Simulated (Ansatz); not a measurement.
A self-consistent single point of ZnInGaO4 (R3m, 7 atoms in the cell) with Ansatz (a program for electronic structure).

Method: PBE, PAW files (plane waves; Ansatz).

```yaml
crystal:
  lattice:
    - [1.64750, 0.95118, 8.69000]
    - [-1.64750, 0.95118, 8.69000]
    - [0.00000, -1.90237, 8.69000]
  atoms:
    - { symbol: In, position: [0.00000, 0.00000, 0.00000] }
    - { symbol: Ga, position: [0.78290, 0.78290, 0.78290] }
    - { symbol: Zn, position: [0.21710, 0.21710, 0.21710] }
    - { symbol: O, position: [0.87180, 0.87180, 0.87180] }
    - { symbol: O, position: [0.12820, 0.12820, 0.12820] }
    - { symbol: O, position: [0.70720, 0.70720, 0.70720] }
    - { symbol: O, position: [0.29280, 0.29280, 0.29280] }
```

Reference input (self-consistent single point, DFT, PBE, plane waves, PAW files): basis.ecutwfc = 420 eV; kpoints.mp_grid.grid = 8 8 8; hamiltonian.xc = pbe; hamiltonian.pseudopotentials = {kind: paw} (the program's default PAW files); scf.occupations.method = fermi_dirac; scf.occupations.width = 0.1 eV. This run's input differs from it in these lines:

Ansatz 0.2 input:
```diff
@@ -15,3 +15,3 @@
 basis:
-  ecutwfc: 420.0 eV
+  ecutwfc: 485.0 eV
 kpoints:
```

Output (repeated stretches shortened):

```
SCF iter   1: F=—  HF=-14972.270127 eV  |F-HF|=—  |Δ(HF+E_count)|=         —  Δρ=1.01e-1  dr2=5.65e0  ethr=3.10e-3  ⟨swp⟩=5.7  Hψ=10297  notcnv=0  defer=5
all-band conjugate gradients solve this SCF's bands
preconditioner: auto → Resta (q_TF=auto, 2.606 Å⁻¹)
SCF iter   2: F=—  HF=-14971.000798 eV  |F-HF|=—  |Δ(HF+E_count)|=    1.27e0  Δρ=4.01e-2  dr2=1.29e0  ethr=3.10e-3  ⟨swp⟩=2.4  Hψ=5101  notcnv=0  defer=125
   [... lines left out ...]
SCF iter   7: F=—  HF=-14970.597695 eV  |F-HF|=—  |Δ(HF+E_count)|=   2.75e-4  Δρ=6.50e-4  dr2=2.64e-4  ethr=1.64e-6  ⟨swp⟩=3.0  Hψ=4734  notcnv=0  defer=116
SCF iter   8: F=—  HF=-14970.597977 eV  |F-HF|=—  |Δ(HF+E_count)|=   2.82e-4  Δρ=1.52e-4  dr2=1.26e-5  ethr=4.26e-7  ⟨swp⟩=2.0  Hψ=4003  notcnv=0  defer=116
SCF iter   9: F=—  HF=-14970.598024 eV  |F-HF|=—  |Δ(HF+E_count)|=   4.77e-5  Δρ=4.10e-5  dr2=1.33e-6  ethr=2.02e-8  ⟨swp⟩=2.0  Hψ=3917  notcnv=0  defer=116
SCF iter  10: F=-14970.598026 eV  HF=-14970.598026 eV  |F-HF|=1.02e-7  |Δ(HF+E_count)|=   1.85e-6  Δρ=9.05e-6  dr2=6.69e-8  ethr=1.61e-10  ⟨swp⟩=10.1  Hψ=13255  notcnv=0
SCF 1 converged in 10 iterations: F = -14970.598026 eV  dr2 = 6.69e-8
Free energy (F): -14970.598026 eV
Internal energy: -14970.592870 eV  (E = F + TS)
E sigma→0 (E₀):  -14970.595448 eV
Entropy (-TS):   -0.005156 eV (-0.737 meV/atom)
Fermi energy:    9.766337 eV
--- Forces (eV/Å), atoms counted from 1 ---
  atom   1  In     0.00000000    -0.00000003    -1.53409168
  atom   2  Ga     0.00000000     0.00000002     0.97004992
  atom   3  Zn     0.00000000     0.00000001     0.36935514
  atom   4  O      0.00000000    -0.00000003    -1.68396506
  atom   5  O      0.00000000    -0.00000002    -1.23268859
  atom   6  O      0.00000000     0.00000004     1.99458909
  atom   7  O      0.00000000     0.00000002     1.11684649
--- Stress (GPa, compression-positive) ---
        9.910285       0.000000       0.000000
        0.000000       9.910285      -0.000000
        0.000000      -0.000000       3.869767
  P = ⅓ Tr σ = 7.8968 GPa (78.968 kbar)
  The stress holds the Pulay correction. Without it, at fixed plane waves, as pw.x and ABINIT print it: P = 7.8447 GPa
```

The run converged in 10 iterations. Against the reference run the free energy goes down by 2.7 meV/atom, the pressure moves little (7.89 to 7.90 GPa) and the largest force hardly changes (1.994 to 1.995 eV/Å).

The starting cell was generated: these elements placed on a structure prototype, without a prior relaxation; it need not be a known phase or ordering of this composition. Forces in this geometry exceed 1 eV/Å. Ansatz's pressure includes its estimate of the finite-basis (Pulay) stress. The run gives no clean gap (levels at the Fermi energy touch, overlap or are partly filled at this smearing), which alone does not show that the compound is a metal.
